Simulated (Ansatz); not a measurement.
Reference: monolayer SnS$_{2}$, PBE, rigid bands (plane waves, PAW, scalar-relativistic; Ansatz, a first-principles code); axes and stresses refer to this cell.

```xyz
3
Lattice="3.7014 0.0000 0.0000 -1.8507 3.2055 0.0000 0.0000 0.0000 18.9363" Properties=species:S:1:pos:R:3 pbc="T T T"
Sn     0.0000     0.0000     9.4681
S      0.0000     2.1370    10.9466
S      1.8507     1.0685     7.9897
```

The electron conductivity mass is 0.40 mₑ and the hole conductivity mass comes out as 0.55 mₑ. The band gap is 1.57 eV.

Q: Change: biaxial strain +3 %. What happens to electron conductivity mass, hole conductivity mass, band gap?

A: electron conductivity mass grows to 0.43 mₑ; hole conductivity mass goes up to 1.69 mₑ; band gap moves little, to 1.60 eV.

Masses are for dilute carriers at 300 K, harmonic means over directions unless an axis is named. Spin-orbit coupling is left out unless a row names it. The structure type is held under load, also where the real crystal would transform.
